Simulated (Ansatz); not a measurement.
Abridged Ansatz (an electronic-structure program) output:

```
Relaxation: its limit of steps is 50 (relax.max_steps)
Pseudopotential: Si, paw, valence charge 4
Pseudopotential: Zr, paw, valence charge 12
Crystal: 6 atoms, lattice volume = 95.989 Å³
Basis set: ecut = 420 eV, 1889 PW (Γ), exchange–correlation on 100×100×50 points (8 copies of the dense FFT grid, shifted against one another)
Bands: 26, of which v1, the nominal top of the filled ones, is band 20 counted from 1 (19 counted from 0)
Symmetry: 8 space group operations
k-points: 343 of 2197
Functional: x = pbe(κ = 0.804, μ = 0.2195149727645171), c = pbe(β = 0.06672455060314922)
SCF iter   1: F=—  HF=-10914.732878 eV  |F-HF|=—  |Δ(HF+E_count)|=         —  Δρ=3.28e-3  dr2=1.72e-2  ethr=1.77e-3  ⟨swp⟩=6.5  Hψ=46208  notcnv=0
SCF iter   2: F=—  HF=-10914.731523 eV  |F-HF|=—  |Δ(HF+E_count)|=   1.35e-3  Δρ=1.62e-3  dr2=3.84e-3  ethr=4.31e-5  ⟨swp⟩=1.6  Hψ=12347  notcnv=0  defer=1
SCF 1 converged in 7 iterations: F = -10914.731533 eV  dr2 = 3.32e-10
relax step   1: F+E_penalty+E_count = -10914.73153312 eV  Δ(F+E_penalty+E_count) = +0.000e0 eV  max|allowed force component| = 5.340e-1 eV/Å  Δτ_max = 0.0000 Å  (7 SCF iters, accepted)
Crystal: 6 atoms, lattice volume = 95.989 Å³
SCF iter   1: F=—  HF=-10914.782657 eV  |F-HF|=—  |Δ(HF+E_count)|=         —  Δρ=8.51e-3  dr2=5.51e-1  ethr=1.36e-3  ⟨swp⟩=1.2  Hψ=35844  notcnv=0  defer=106
SCF iter   2: F=—  HF=-10914.728442 eV  |F-HF|=—  |Δ(HF+E_count)|=   5.42e-2  Δρ=4.77e-3  dr2=1.83e-1  ethr=1.36e-3  ⟨swp⟩=1.0  Hψ=8816  notcnv=0  defer=106
SCF 2 converged in 8 iterations: F = -10914.699442 eV  dr2 = 1.21e-10
relax step   2: F+E_penalty+E_count = -10914.69944184 eV  Δ(F+E_penalty+E_count) = +3.209e-2 eV  max|allowed force component| = 1.098e0 eV/Å  Δτ_max = 0.0828 Å  (8 SCF iters, rejected (line search))
Crystal: 6 atoms, lattice volume = 95.989 Å³
SCF iter   1: F=—  HF=-10914.804449 eV  |F-HF|=—  |Δ(HF+E_count)|=         —  Δρ=5.61e-3  dr2=2.44e-1  ethr=6.10e-4  ⟨swp⟩=1.0  Hψ=33335  notcnv=0  defer=107
SCF iter   2: F=—  HF=-10914.779728 eV  |F-HF|=—  |Δ(HF+E_count)|=   2.47e-2  Δρ=3.33e-3  dr2=9.04e-2  ethr=6.10e-4  ⟨swp⟩=1.0  Hψ=8793  notcnv=0  defer=107
SCF 3 converged in 8 iterations: F = -10914.764757 eV  dr2 = 5.79e-11
relax step   3: F+E_penalty+E_count = -10914.76475722 eV  Δ(F+E_penalty+E_count) = -3.322e-2 eV  max|allowed force component| = 7.705e-2 eV/Å  Δτ_max = 0.0343 Å  (8 SCF iters, accepted)
Crystal: 6 atoms, lattice volume = 95.989 Å³
[...]
Free energy (F): -10914.765362 eV
Internal energy: -10914.755081 eV  (E = F + TS)
E sigma→0 (E₀):  -10914.760222 eV
Entropy (-TS):   -0.010282 eV (-1.714 meV/atom)
Fermi energy:    13.348324 eV
--- Forces (eV/Å), atoms counted from 1 ---
  atom   1  Si     0.00000000     0.00148612    -0.00000000
  atom   2  Si     0.00000000    -0.00148612     0.00000000
  atom   3  Si     0.00000000     0.00224182     0.00000000
  atom   4  Si     0.00000000    -0.00224182    -0.00000000
  atom   5  Zr     0.00000000     0.00096339     0.00000000
  atom   6  Zr     0.00000000    -0.00096339    -0.00000000
--- Stress (GPa, compression-positive) ---
        4.091800       0.000000       0.000000
        0.000000       9.806175       0.000000
        0.000000       0.000000       3.594561
  P = ⅓ Tr σ = 5.8308 GPa (58.308 kbar)
--- Relaxed structure (4 steps of the walk, 3 accepted, 0 SCFs on fresh bases) ---
  atoms:
    - { symbol: Si, position: [0.9439113481132584, 0.05608865188674167, 0.75] }
    - { symbol: Si, position: [0.05608865188674167, 0.9439113481132584, 0.25] }
    - { symbol: Si, position: [0.24979771572078985, 0.7502022842792102, 0.75] }
    - { symbol: Si, position: [0.7502022842792102, 0.24979771572078985, 0.25] }
    - { symbol: Zr, position: [0.603355746227018, 0.3966442537729819, 0.75] }
    - { symbol: Zr, position: [0.3966442537729819, 0.603355746227018, 0.25] }
```

Task: What was computed, and what are the main results?

Result: ZrSi2, 6 atoms in the cell, with PBE (Ansatz; PAW; 420 eV plane waves; scalar-relativistic without spin-orbit coupling). The last SCF converged to F = -10914.765362 eV, or -1819.1276 eV per atom, at a pressure of 5.83 GPa. The total energy compares only with runs of the same code, potentials and settings.

Without a gap, meshes like the base's 13×13×13 leave anisotropic stresses uncertain by several tenths of a GPa, and small strain energies with them. The cells carry an imposed strain or load. Whether these cells are dynamically stable was not tested. The final runs are not spin-polarised. The cell was made from ZrSi2 (space group Cmcm, No. 63) by this change: uniaxial strain ε_yy = −4.77 %.

Keys are those of Ansatz 0.2.
